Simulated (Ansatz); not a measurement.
**Response to strain in BN**

Base system: BN in the zinc blende structure (space group F-43m, No. 216; a = 3.6247 Å). Axes: x, y, z lie along the cube axes.

Strains are applied to the cell and any free atomic positions relax; under biaxial strain the out-of-plane vector relaxes too; under stress the whole cell relaxes.

Method: Kohn–Sham DFT with the PBE functional, run in Ansatz (a program for electronic structure) with PAW and 420 eV plane waves, no spin-orbit coupling.

```json
[
 {"variant": "base", "smallest direct gap": "8.79 eV", "band gap": "4.46 eV", "gap character": "indirect, Γ → X", "volume per atom": "5.95 Å³"},
 {"variant": "biaxial strain −0.14 %, plane normal [110], relaxed out of plane", "smallest direct gap": "?", "band gap": "4.45 eV", "gap character": "indirect, Γ → X", "volume per atom": "5.94 Å³"},
 {"variant": "isotropic strain −1.39 %", "smallest direct gap": "8.99 eV", "band gap": "4.51 eV", "gap character": "indirect, Γ → X", "volume per atom": "5.71 Å³"},
 {"variant": "isotropic strain +2.54 %", "smallest direct gap": "8.43 eV", "band gap": "4.38 eV", "gap character": "indirect, Γ → X", "volume per atom": "6.42 Å³"},
 {"variant": "uniaxial stress, 2 GPa tension along z", "smallest direct gap": "8.77 eV", "band gap": "4.43 eV", "gap character": "indirect, Γ → X", "volume per atom": "5.96 Å³"},
 {"variant": "uniaxial stress, 0.5 GPa compression along x", "smallest direct gap": "8.79 eV", "band gap": "4.45 eV", "gap character": "indirect, Γ → M", "volume per atom": "5.95 Å³"}
]
```

Some entries are withheld; estimate them.


- biaxial strain −0.14 %, plane normal [110], relaxed out of plane, smallest direct gap: 8.78 eV

Stability under load was not tested beyond the relaxation. Labels are those of the standard path for the cell's own space group.
